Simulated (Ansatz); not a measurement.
# Short convergence ladders for Be₃Ir (I4mm, 4 atoms in the cell)

```
CELL_PARAMETERS angstrom
     -1.62345     1.62345     3.60744
      1.62345    -1.62345     3.60744
      1.62345     1.62345    -3.60744
ATOMIC_POSITIONS crystal
  Be 0.75000 0.25000 0.50000
  Be 0.25000 0.75000 0.50000
  Be 0.50693 0.50693 0.00000
  Ir 0.00000 0.00000 0.00000
```

Base method: LDA (PW92), default PAW files made with PBE (plane waves; Ansatz, an electronic-structure program).

Base settings: basis.ecutwfc = 420 eV; kpoints.mp_grid.grid = 14 14 14; hamiltonian.xc = lda; hamiltonian.pseudopotentials = {kind: paw} (the program's default PAW files); scf.occupations.method = fermi_dirac; scf.occupations.width = 0.1 eV.

The count of work is k-points × plane waves × bands × iterations; it is no time. Core times come from one kind of shared machine, to one figure; runs under 30 s give none.

**The cutoff for other potential files**

Level: DFT, LDA (PW92), plane waves, harder PAW files (source: ansatz) made with PBE.

In this ladder: hamiltonian.pseudopotentials = {kind: paw, source: ansatz}.

The mesh stays at the base's, so the ladder's end is converged at best in this setting alone.

Only quantities that move along the ladder and can be compared are tabulated.

| basis.ecutwfc | free energy less the last step's (meV/atom) | pressure without the Pulay estimate (GPa) | count of work / last | core time / last (rough) |
|---|---|---|---|---|
| 430 eV | 525.05 | -57.21 | 0.11 | – |
| 530 eV | 72.54 | -12.71 | 0.16 | 0.3 |
| 670 eV | 4.79 | -5.17 | 0.23 | 0.3 |
| 815 eV | 0.71 | -4.49 | 0.27 | 0.3 |
| 960 eV | 0.43 | -4.48 | 0.35 | 0.3 |
| 1150 eV | 0.24 | -4.47 | 0.46 | 0.4 |
| 1440 eV | 0.13 | -4.47 | 0.64 | 0.6 |
| 1920 eV | 0.00 | -4.47 | 1.0 | 1 |

Coarsest basis.ecutwfc that holds the pressure without the Pulay estimate within 0.1 GPa of the last step, with all finer ones: 815 eV, at 0.27 of the last step's count of work and about 0.3 of the last step's time; the step before is off by 0.70 GPa.

State of the free energy at the end of the ladder: still drifting one way, by 0.24 meV/atom over the last two steps, so the last step is no safe reference.

At the lowest cutoff the pressure without the Pulay estimate lies 52.7 GPa under the last step's, the usual sign of Pulay stress in an incomplete plane-wave basis.

**The relaxed cell against the cutoff**

On Be₃Ir (I4/mmm, 4 atoms in the cell): atoms on their sites.

In this ladder: relax = cell and atoms.

The mesh stays at the base's, so the ladder's end is converged at best in this setting alone.

Only quantities that move along the ladder and can be compared are tabulated.

```csv
basis.ecutwfc,relaxed volume (Å³/atom),relaxation steps,core time / last (rough)
210 eV,9.269,16,0.7
250 eV,9.273,14,0.8
295 eV,9.323,9,0.6
355 eV,9.296,6,0.5
420 eV,9.297,4,–
505 eV,9.297,4,0.6
630 eV,9.296,4,0.8
840 eV,9.296,4,1
```

Coarsest basis.ecutwfc that holds the relaxed volume within 0.019 Å³/atom of the last step, with all finer ones: 355 eV; the step before is off by 0.026 Å³/atom.

At the lowest cutoff the cell relaxes to a volume 0.3 % smaller than at the highest. Ansatz relaxes on a stress corrected for the finite basis.

On the base run: the starting cell comes from a database of computed structures (which also holds hypothetical and non-ambient phases and stackings), without a prior relaxation at this level. Its lattice was rescaled by up to half a per cent. One atom was moved a little off its site on purpose. Spin polarisation is off.

Keys are those of Ansatz 0.2.
